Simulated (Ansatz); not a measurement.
Ansatz (a first-principles code) is run on Ti2O (P-3m1, 3 atoms in the cell), and the run fails. The aim is a self-consistent single point with DFT, LDA (PW92), plane waves, default PAW files made with PBE.

Cell that was meant: a = 2.9194 Å, b = 2.9194 Å, c = 4.7130 Å, α = 90.00°, β = 90.00°, γ = 120.00°.

Part of the input:

Ansatz 0.2 input:
```yaml
  pseudopotentials: { kind: paw }
scf:
  occupations: { method: methfessel_paxton, width: 0.0073 Ry }
  max_iter: 2
output:
  forces: true
  eigenvalues: true
```

Output, abridged:

```
SCF iter   1: F=—  HF=-5459.172353 eV  |F-HF|=—  |Δ(HF+E_count)|=         —  Δρ=1.31e-2  dr2=5.56e-2  ethr=1.77e-3  ⟨swp⟩=3.2  Hψ=4477  notcnv=0
all-band conjugate gradients solve this SCF's bands
preconditioner: auto → none
SCF iter   2: F=—  HF=-5459.163752 eV  |F-HF|=—  |Δ(HF+E_count)|=   8.60e-3  S|Δr|=    0.00e0  Δρ=6.39e-3  dr2=1.79e-2  ethr=1.85e-4  ⟨swp⟩=2.4  Hψ=2783  notcnv=0
Error: did not converge after 2 iterations: dr2 = 1.79e-2 (threshold 1.00e-7), under the density mixer `msr1`, which `scf.mixing.algorithm: auto` chose by the deck's other keys (type `scf.mixing.algorithm: msr1` to keep it); raise `scf.max_iter`, which need not help a stalled SCF, or adjust the mixing (`scf.mixing`) or, under a smearing, its width (`scf.occupations.width`, in either direction: another width is another result); this SCF holds its density and magnetisation to the symmetry operations that it keeps, and cannot end on a state that breaks one of them: if the state sought breaks one, re-run with `crystal.symmetry.detect: false`, without `crystal.symmetry.time_reversal: [...]
```

### Question
Diagnose the run.

### Answer
The fault is an iteration limit that is too low. The loop is cut before its threshold is met, so whatever is printed at the end is not self-consistent. To fix it, raise the limit, or leave it to the default. The run ended unconverged after 2 iterations.

The sound input it was made from differs as follows (other fixes are possible):
```diff
-  max_iter: 2
```

With that input, the run converged in 6 iterations: free energy E − TS (on the zero of these files) -5459.1598 eV; Fermi level (on the code's own zero) 15.83 eV; pressure -1.70 GPa; largest force (vector length) 1.497 eV/Å (DFT, LDA (PW92), plane waves, default PAW files made with PBE).

On the sound input: the starting cell comes from a database of published, mostly measured structures (it also holds non-ambient and calculated ones), without a prior relaxation at this level. Spin polarisation is off, so a magnetic state, if there is one, cannot be reached. Forces in this geometry exceed 1 eV/Å. Ansatz's pressure includes its estimate of the finite-basis (Pulay) stress. Without a gap this mesh is coarse (it stands for a supercell whose shortest vector is 19 Å).
